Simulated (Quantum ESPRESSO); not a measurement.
A self-consistent single point of ScNiGe (Pnma, 12 atoms in the cell) with Quantum ESPRESSO.

Method: LDA (PZ), PSlibrary PAW (LDA) pseudopotentials (plane waves; Quantum ESPRESSO 7.5).

```yaml
crystal:
  lattice:
    - [6.33050, 0.00000, 0.00000]
    - [0.00000, 3.98111, 0.00000]
    - [0.00000, 0.00000, 6.88678]
  atoms:
    - { symbol: Sc, position: [0.50632, 0.75000, 0.29286] }
    - { symbol: Sc, position: [0.49368, 0.25000, 0.70714] }
    - { symbol: Sc, position: [0.99368, 0.25000, 0.79286] }
    - { symbol: Sc, position: [0.00632, 0.75000, 0.20714] }
    - { symbol: Ni, position: [0.81154, 0.75000, 0.57942] }
    - { symbol: Ni, position: [0.18846, 0.25000, 0.42058] }
    - { symbol: Ni, position: [0.68846, 0.25000, 0.07942] }
    - { symbol: Ni, position: [0.31154, 0.75000, 0.92058] }
    - { symbol: Ge, position: [0.20336, 0.75000, 0.59242] }
    - { symbol: Ge, position: [0.79664, 0.25000, 0.40758] }
    - { symbol: Ge, position: [0.29664, 0.25000, 0.09242] }
    - { symbol: Ge, position: [0.70336, 0.75000, 0.90758] }
```

Reference input (self-consistent single point, DFT, LDA (PZ), plane waves, PSlibrary PAW (LDA) pseudopotentials): ecutwfc = 55 Ry; ecutrho = 440 Ry; occupations = smearing; smearing = cold; degauss = 0.019992 Ry; K_POINTS = automatic 4 7 4 0 0 0; conv_thr = 1e-09 Ry. This run's input differs from it in these lines:

```diff
@@ -12,4 +12,4 @@
  ntyp = 3,
- ecutwfc = 55,
- ecutrho = 440,
+ ecutwfc = 38,
+ ecutrho = 304,
  occupations = 'smearing',
```

The program printed (abridged):

```
     Self-consistent Calculation

     iteration #  1     ecut=    38.00 Ry     beta= 0.70

     total energy              =   -1968.43543282 Ry
     estimated scf accuracy    <       2.60756375 Ry

     iteration #  2     ecut=    38.00 Ry     beta= 0.70

     total energy              =   -1956.63732218 Ry
     estimated scf accuracy    <     236.65002357 Ry

     iteration #  3     ecut=    38.00 Ry     beta= 0.70

     total energy              =   -1970.44109367 Ry
     estimated scf accuracy    <       0.37945076 Ry

   [... 14 blocks of this kind left out ...]

     iteration # 18     ecut=    38.00 Ry     beta= 0.70

     total energy              =   -1970.41848620 Ry
     estimated scf accuracy    <          8.4E-09 Ry

     iteration # 19     ecut=    38.00 Ry     beta= 0.70
     End of self-consistent calculation

     the Fermi energy is    12.1444 ev

!    total energy              =   -1970.41848620 Ry
     estimated scf accuracy    <          3.5E-10 Ry
     smearing contrib. (-TS)   =       0.00207032 Ry
     internal energy E=F+TS    =   -1970.42055652 Ry

     convergence has been achieved in  19 iterations

     Forces acting on atoms (cartesian axes, Ry/au):

     atom    1 type  1   force =     0.00016932    0.00000000    0.00235323
     atom    2 type  1   force =    -0.00016932    0.00000000   -0.00235323
     atom    3 type  1   force =    -0.00016932    0.00000000    0.00235323
     atom    4 type  1   force =     0.00016932    0.00000000   -0.00235323
     atom    5 type  2   force =    -0.00184844    0.00000000    0.00255103
   [... lines left out ...]

     Total force =     0.009929     Total SCF correction =     0.000009

          total   stress  (Ry/bohr**3)                   (kbar)     P=        8.73
  -0.00003261   0.00000000   0.00000000           -4.80        0.00        0.00
   0.00000000   0.00013194   0.00000000            0.00       19.41        0.00
   0.00000000   0.00000000   0.00007864            0.00        0.00       11.57

   JOB DONE.
```

The run converged in 19 iterations. Against the reference run the free energy goes up by 43.1 meV/atom, the pressure goes from 2.43 to 0.87 GPa and the largest force hardly changes (0.084 to 0.081 eV/Å).

The starting cell comes from a database of computed structures (which also holds hypothetical and non-ambient phases and stackings), without a prior relaxation at this level. Its lattice was rescaled by a random factor within 2.5 % of one. Spin polarisation is off. At the lowered cutoff the pressure carries the error of an incomplete plane-wave basis.

Cost on one core of a shared machine: roughly 10 min.
